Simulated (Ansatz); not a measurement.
```
CELL_PARAMETERS angstrom
      0.00000     2.90917     2.90917
      2.90917     0.00000     2.90917
      2.90917     2.90917     0.00000
ATOMIC_POSITIONS crystal
  In 0.00000 0.00000 0.00000
  P  0.25000 0.25000 0.25000
```

No spin polarisation.

Method: DFT with r2SCAN, PAW potentials and a 500 eV plane-wave cutoff in Ansatz (an electronic-structure program), without spin-orbit coupling. Settings: 10×10×10 k-points, 0.05 eV Fermi–Dirac smearing.

Problem. Predict the band gap, electron mass, width of the top valence band and gap character.

Solution. The band gap comes out as 1.29 eV and the electron mass is 0.089 mₑ (at Γ). The width of the top valence band is 3.10 eV and the gap character comes out as direct at Γ.

The cells carry an imposed strain or load. Masses are band curvatures over ±0.01 Å⁻¹ around the edge. Whether these cells are dynamically stable was not tested. The cell was made from InP in the zinc blende structure (space group F-43m, No. 216) by this change: isotropic strain −1.50 %.
